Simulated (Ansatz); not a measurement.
Take CdSe in the zinc blende structure (space group F-43m, No. 216; a = 6.082 Å) as the base. Axes: x, y, z lie along the cube axes.

Level of theory: PBEsol (Ansatz, a first-principles code), scalar-relativistic without spin-orbit coupling.

Before the change:

Volume per atom: 28.12 Å³
Pressure: 0.00 GPa

Now apply this change: biaxial strain +2.08 %, plane normal [111], relaxed out of plane (Cartesian); in-plane vectors clamped, the third vector and the atoms free.

Task: Predict the new volume per atom and pressure.

Result: The volume per atom grows by 0.64 Å³ (28.12 Å³ → 28.76 Å³); the pressure (mean of the normal stresses, compression positive) goes from zero to -1.15 GPa.

Stability against distortions was not tested.
